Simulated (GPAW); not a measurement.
# Equation of state of MoSi2-type MoSi2 (space group 139): energy against volume (GPAW, PBEsol)

```
CELL_PARAMETERS angstrom
     -1.55840     1.55840     3.81104
      1.55840    -1.55840     3.81104
      1.55840     1.55840    -3.81104
ATOMIC_POSITIONS crystal
  Si 0.66500 0.66500 0.00000
  Si 0.33500 0.33500 0.00000
  Mo 0.00000 0.00000 0.00000
```

Computed with PBEsol, GPAW PAW datasets PBEsol (made by gpaw-setup) (plane waves; GPAW). Settings: mode = pw; ecut = 585 eV; xc = PBEsol; kpts = 22 22 22; mesh shift (steps) = 0 0 0; occupations.name = fermi-dirac; occupations.width = 0.05 eV; nbands = -7; symmetry.symmorphic = false; symmetry.tolerance = 0.0005; maxiter = 150. The cell above is the first row's. The rows scale it uniformly. In all rows fractional positions and the k mesh are held. E is the free energy at the stated smearing, counted from the lowest row.

| V (Å^3/atom) | E (meV/atom) |
|---|---|
| 12.341 | ? |
| 12.609 | 27.32 |
| 12.877 | 9.63 |
| 13.146 | 0.83 |
| 13.414 | 0.00 |
| 13.682 | 6.32 |
| 13.950 | 19.06 |
| 14.219 | 37.54 |
| 14.487 | 61.15 |

**Question.** Fit E against V with the third-order Birch-Murnaghan form, a cubic in V^(-2/3), and predict the withheld value at V = 12.341.

**Answer.** With u = V^(-2/3) - 0.176, the rows have u = 0.008592, 0.006022, 0.003530, 0.001131, -0.001190, -0.003436, -0.005619, -0.007727. Least squares gives E = 2.220 - 2686.33·u + 645618·u² + 818772·u³. Residuals (row less fit): 0.001, -0.005, 0.012, -0.009, -0.010, 0.021, -0.013, 0.003; standard error 0.015 (degrees of freedom: 4). Its minimum lies at u = 0.002072, so V0 = (0.178072)^(-3/2) = 13.31. There d²E/du² = 1301000 and d³E/du³ = 4913000, so B0 = (4/9) × 13.31^(-7/3) × 1301000 × 0.160218 = 221 GPa (the last factor turns the table's units into GPa), and B0' = 4 + (2/3) × 0.178072 × (4913000)/1301000 = 4.4. The program's pressures in the fitted runs (not shown) pass through zero at V = 13.31, 0.01 % from this V0. At the withheld row, u = 0.011255, so E = 2.220 - 2686.33 × 0.011255 + 645618 × 0.011255² + 818772 × 0.011255³ = 54.936 meV/atom. The calculation gives 54.92 meV/atom, 0.016 meV/atom below the prediction (under 0.05 % of the range of E in the table). The row lies outside the fitted rows, so this is an extrapolation. From the scatter of the fitted rows alone, a prediction at this place has a standard error of 0.046 meV/atom, so the miss is 0.4 times that.

Carrying the step between the two nearest rows on in a straight line would have given 45.01, off by 9.91; series whose last step already gives the withheld value aren't shown. The scan was laid around a cell of about the measured size, scaled by a guess for this functional; axis ratios and inner coordinates come from that cell. The runs keep the symmetry of the cell, so they don't test it for distortions. Spin polarisation is off. The shape of the cell and the inner coordinates aren't relaxed, so V0 and B0 belong to this uniform scaling; a relaxed crystal lies no higher in energy and is usually softer (forces reach 0.18 eV/Å in these rows). Cutoffs and mesh are single choices, not tested for convergence of this quantity. Series with a scatter that would blur these digits, or in which a gap closes, are not shown. Nor are scans whose minimum lies at an end fitted in this form.
